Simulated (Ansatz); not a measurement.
The reference is Ge in the diamond structure (space group Fd-3m, No. 227; a = 5.6222 Å). Axes: x, y, z lie along the cube axes.

Method: DFT with LDA, PAW potentials and a 420 eV plane-wave cutoff in Ansatz (a first-principles code), scalar-relativistic without spin-orbit coupling.

For the base:

- Pressure: 0.0 GPa
- Shortest interatomic distance: 4.600 bohr
- Band gap: zero

It is then changed as follows: uniaxial strain ε_zz = +2.50 %, all other strain components held at zero; the atoms relax in the strained cell.

Task: What does the calculation give for the pressure, energy relative to the base, shortest interatomic distance and band gap after the change?

Result: The pressure (mean of the normal stresses, compression positive) goes from zero to -1.7 GPa; the energy increases by 5.1 meV/atom; the shortest interatomic distance grows by 0.039 bohr, from 4.600 bohr to 4.639 bohr; the band gap remains zero.

Stability against distortions was not tested. The zero or small gap of Ge can change with the level of theory.
